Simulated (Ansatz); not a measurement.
Here is the system:

```
CELL_PARAMETERS angstrom
      4.80796     0.00000     0.00000
      0.00000     4.80796     0.00000
      0.00000     0.00000     4.80796
ATOMIC_POSITIONS crystal
  K  0.00000 0.00000 0.00000
  Ta 0.50000 0.50000 0.50000
  S  0.00000 0.50000 0.50000
  S  0.50000 0.50000 0.00000
  S  0.50000 0.00000 0.50000
```

No spin polarisation.

A single point on KTaO3 with a change (O → S), its geometry relaxed with PBEsol.

Computed with r2SCAN in Ansatz (plane waves to 500 eV, PAW, without spin-orbit coupling). k-mesh 10×10×10 (Γ-centred); smearing 0.05 eV (Fermi–Dirac).

Problem. What is the computed band gap?

Solution. Zero.

Problem. Predict the pressure.

Solution. 1.9 GPa.

Single points use the geometry relaxed with PBEsol. No phonon test of stability was made. All final runs are without spin polarisation. The cell was made from KTaO3 by this change: O → S; the result is a hypothetical phase, not in the database extracts checked.

Ansatz is a quantum-chemistry and plane-wave program.
